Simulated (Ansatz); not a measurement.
Base system: BaTiO₃ in the cubic perovskite structure (space group Pm-3m, No. 221).

```cif
data_BaO3Ti
_chemical_formula_sum 'Ba1 Ti1 O3'
_space_group_name_H-M_alt 'P 1'
_space_group_IT_number 1
_cell_length_a 3.99403
_cell_length_b 3.99403
_cell_length_c 3.99403
_cell_angle_alpha 90.000
_cell_angle_beta 90.000
_cell_angle_gamma 90.000
loop_
_space_group_symop_operation_xyz
  'x, y, z'
loop_
_atom_site_label
_atom_site_type_symbol
_atom_site_fract_x
_atom_site_fract_y
_atom_site_fract_z
_atom_site_occupancy
Ba1 Ba 0.00000 0.00000 0.00000 1
Ti1 Ti 0.50000 0.50000 0.50000 1
O1 O 0.00000 0.50000 0.50000 1
O2 O 0.50000 0.50000 0.00000 1
O3 O 0.50000 0.00000 0.50000 1
```

Computed with r2SCAN (Ansatz, a quantum-chemistry and plane-wave program, PAW, scalar-relativistic without spin-orbit coupling).

Base values:

- Band gap = 2.17 eV
- Lattice parameter a = 3.994 Å

Modification: full substitution Ti → Hf; the structure is relaxed again.

What does the calculation give for the band gap, electron mass and lattice parameter a after the change?

The band gap rises by 2.02 eV to 4.19 eV; the electron mass (degenerate bands, along [100]) is 0.35, 0.35, 2.3 mₑ (at Γ); the lattice parameter a increases by 0.183 Å (3.994 Å → 4.177 Å).

With Hf present, leaving out spin-orbit coupling can change the band edges. Masses are band curvatures over ±0.01 Å⁻¹ around the edge. Stability against distortions was not tested. All final runs are without spin polarisation. Many cubic perovskites are stable only at high temperature; tilts and polar distortions were not tested. This is not the structure that BaTiO3 has at room temperature and ambient pressure.
